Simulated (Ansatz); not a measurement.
Spacing of the highest filled and lowest empty level at the zone centre in eight small model glasses of hand-chosen composition and density, fast-quenched (anions pushed apart in CHGNet runs), each at its PBE geometry, by PBE and by r2SCAN (Ansatz, a program for electronic structure, plane waves, PAW). The cells are the first eight to finish that balance their formal charges, show no moments and no lower geometry on charging where those were tested, and have a gap at both levels; defect levels can set the spacings.

```json
[
 {"cell": "Al28O43Ba", "quench by": "CHGNet", "pressure (GPa)": "3.8", "levels at the gap": "localised at the filled edge", "PBE (eV)": "3.33", "experiment, tabulated (eV)": "-"},
 {"cell": "Ti20O41Na2", "quench by": "CHGNet", "pressure (GPa)": "2.2", "levels at the gap": "localised at the filled edge", "PBE (eV)": "2.82", "experiment, tabulated (eV)": "-"},
 {"cell": "Ti20O41Ag2", "quench by": "CHGNet", "pressure (GPa)": "0.1", "levels at the gap": "localised at the filled edge", "PBE (eV)": "2.37", "experiment, tabulated (eV)": "-"},
 {"cell": "Si24O49Li2", "quench by": "CHGNet", "pressure (GPa)": "0.1", "levels at the gap": "localised at the filled edge", "PBE (eV)": "4.50", "experiment, tabulated (eV)": "-"},
 {"cell": "In24O41Nb2", "quench by": "CHGNet", "pressure (GPa)": "0.2", "levels at the gap": "localised at the filled edge", "PBE (eV)": "0.91", "experiment, tabulated (eV)": "-"},
 {"cell": "In24O38Ti", "quench by": "CHGNet", "pressure (GPa)": "0.7", "levels at the gap": "localised at the filled edge", "PBE (eV)": "0.68", "experiment, tabulated (eV)": "-"},
 {"cell": "In9Ga9Zn9O37Ag2", "quench by": "CHGNet", "pressure (GPa)": "0.1", "levels at the gap": "spread", "PBE (eV)": "0.36", "experiment, tabulated (eV)": "-"},
 {"cell": "In24O38Zr", "quench by": "CHGNet", "pressure (GPa)": "-0.3", "levels at the gap": "localised at the filled edge", "PBE (eV)": "0.40", "experiment, tabulated (eV)": "-"}
]
```

Question: What does r2SCAN give, and how does it move these values against PBE?

Answer: Al28O43Ba 3.94, Ti20O41Na2 3.16, Ti20O41Ag2 2.64, Si24O49Li2 5.15, In24O41Nb2 1.38, In24O38Ti 1.10, In9Ga9Zn9O37Ag2 0.77, In24O38Zr 0.86 eV. It raises them by +0.27 to +0.65 eV, +0.45 eV on average. A straight line through the eight gives r2SCAN = 1.04 × PBE +0.38 eV, with a scatter of 0.11 eV.
